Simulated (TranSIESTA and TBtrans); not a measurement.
Si chain with one N atom inserted

System: Si chain with one N atom inserted. Leads: straight Si chain, spacing 2.25 Å. Geometry: 3 atoms about the centre moved by SIESTA (PBE, DZP) to a largest force of 0.00 eV/Å, all others as built, motion along the axis alone.

Method: TranSIESTA and TBtrans, PBE, DZ numerical orbitals (energy shift 0.15 eV), PseudoDojo norm-conserving scalar-relativistic potentials, mesh cutoff 200 Ry, 300 K, spin-polarised (collinear), no spin-orbit coupling; self-consistent non-equilibrium Green functions.

```
Quantity                           Value
---------------------------------  -----
Conductance at 300 K (G0 = 2e²/h)   2.18
Mean T from −0.5 to 0.5 eV          2.14
```

Energies count from the leads' Fermi level. Transmissions are for each spin. The energy step is 0.01 eV; narrower resonances are cut or missed.

```tsv
E (eV)	T up	T down	lead channels up	down
-2.00	0	0	0	0
-1.90	0	0	0	0
-1.80	0	0	0	0
-1.70	0	0	0	0
-1.60	0	0	0	0
-1.50	0	0	0	0
-1.40	0	0	0	0
-1.30	0.047	0.045	2	2
-1.20	1.04	1.04	3	3
-1.10	1.21	1.22	3	3
-1.00	1.31	1.32	3	3
-0.90	1.42	1.42	3	3
-0.80	1.54	1.53	3	3
-0.70	1.66	1.65	3	3
-0.60	1.79	1.77	3	3
-0.50	1.89	1.89	3	3
-0.40	1.98	1.98	3	3
-0.30	2.05	2.06	3	3
-0.20	2.10	2.12	3	3
-0.10	2.14	2.16	3	3
0.00	2.17	2.20	3	3
0.10	2.19	2.22	3	3
0.20	2.20	2.23	3	3
0.30	2.21	2.24	3	3
0.40	2.22	2.25	3	3
0.50	2.23	2.25	3	3
0.60	2.24	2.26	3	3
0.70	2.25	2.26	3	3
0.80	2.25	2.26	3	3
0.90	2.26	2.26	3	3
1.00	2.26	2.27	3	3
1.10	2.26	2.27	3	3
1.20	2.27	2.27	3	3
1.30	2.27	2.27	3	3
1.40	2.27	2.27	3	3
1.50	2.27	2.27	3	3
1.60	2.27	2.27	3	3
1.70	2.27	2.27	3	3
1.80	2.27	2.27	3	3
1.90	2.27	2.27	3	3
2.00	2.26	2.26	3	3
```

Moments were seeded on the central atoms alone, and one start was tried. The straight chain is held at its spacing; free chains may zigzag or dimerise.
